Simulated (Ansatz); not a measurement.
CH3 on the 1x1 (111) surface of fcc Pt, one in a 2x2 cell: adsorption energies (eV for each) against CH4(g) − ½ H2(g) in Ansatz (plane waves, PAW). Structures relaxed with PBE; the other functionals are single points on them, with slab and gas at the same level. No dispersion, zero-point or thermal terms. Rows are starts at which the adsorbate stayed; left out, since it moved away, changed or didn't bind there, or the run didn't converge: bridge Pt-Pt (span 2.8 Å).

Set-up: 20 atoms, 6.9 Å thick at the start under the adsorbate (thin: gaps and levels are the slab's own); mesh 6x6x1; 0.1 eV smearing; dipole correction on; 8 atoms held, the rest relaxed; each run with such symmetry as its start has; spin where the adsorbate may keep a moment, no spin-orbit, no U, no dispersion correction.

```json
[
 {"site": "top Pt", "PBE": "0.48", "RPBE": "0.65", "r2SCAN": "0.31"},
 {"site": "hollow Pt-Pt-Pt over Pt at depth 2.3 Å", "PBE": "1.38", "RPBE": "1.65", "r2SCAN": "1.26"},
 {"site": "hollow Pt-Pt-Pt over Pt at depth 4.6 Å", "PBE": "1.27", "RPBE": "1.57", "r2SCAN": "1.12"}
]
```

RPBE moves the energies by 0.25 eV on average against PBE and puts 'top Pt' lowest, as PBE does. r2SCAN moves the energies by -0.15 eV on average against PBE and puts 'top Pt' lowest, as PBE does.

Ansatz is a first-principles code.
